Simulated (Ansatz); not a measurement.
Consider the following.

```xyz
8
Lattice="4.7103 0.0000 0.0000 0.0000 5.6850 0.0000 0.0000 0.0000 20.4390" Properties=species:S:1:pos:R:3 pbc="T T T"
Ge     2.3552     5.5649     7.5176
Se     2.3552     2.3027     7.6686
Ge     4.7103     2.5588     8.8646
Se     4.7103     5.2050     8.8400
Ge     4.7103     5.4013    11.5744
Se     4.7103     2.3625    11.5990
Ge     7.0655     2.7224    12.9214
Se     7.0655     5.1451    12.7705
```

No spin polarisation.

Computed with Ansatz (a program for electronic structure), PBEsol, PAW, cutoff 420 eV, no spin-orbit coupling. k-mesh 7×6×1 (Γ-centred); smearing 0.05 eV (Fermi–Dirac). The cell is a slab with vacuum along z.

**Question.** Predict the smallest direct gap, layer's space group and band gap.

**Answer.** 
* **Smallest direct gap**: 1.28 eV
* **Layer's space group (with vacuum)**: Pmc2_1 (No. 26)
* **Band gap**: 0.13 eV

Stability against distortions was not tested. The cell was made from GeSe (space group P6_3mc, No. 186; a hypothetical phase, not in the database extracts checked) by this change: a free-standing slab of 2 layers (8 atoms, 4 a layer) is cut normal to the y axis, with 15 Å of vacuum and the in-plane cell held at bulk. The zero or small gap of GeSe can change with the level of theory.
